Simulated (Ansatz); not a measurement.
## InAgTe2: response to strain

Take InAgTe2 in the chalcopyrite structure (space group I-42d, No. 122; a = 6.5687 Å, c = 12.9994 Å) as the base. Axes: x, y, z lie along a, b, c of the conventional cell.

Strains are applied to the cell and any free atomic positions relax.

Computed with PBE (Ansatz, a program for electronic structure, PAW, spin-orbit coupling left out).

Notes on the quantities. band gap: uncertain: the Fermi level lies in a band; the base alone; energy relative to the base: free energy F.

| change | band gap | energy relative to the base | shortest interatomic distance |
|---|---|---|---|
| base | 0.05 eV | 0 meV/atom | 281.3 pm |
| uniaxial strain ε_zz = −3.00 % | 0.09 eV | ? | ? |
| uniaxial strain ε_zz = −2.25 % | 0.08 eV | +2.7 meV/atom | 279.2 pm |
| uniaxial strain ε_zz = −1.50 % | 0.07 eV | +1.2 meV/atom | 279.9 pm |

What belongs in the blanks?


- uniaxial strain ε_zz = −3.00 %, energy relative to the base: +4.9 meV/atom
- uniaxial strain ε_zz = −3.00 %, shortest interatomic distance: 278.4 pm

With Te present, leaving out spin-orbit coupling can change the band edges. Whether these cells are dynamically stable was not tested. A zero or small gap of InAgTe2 can be the functional's error rather than a property of the material.
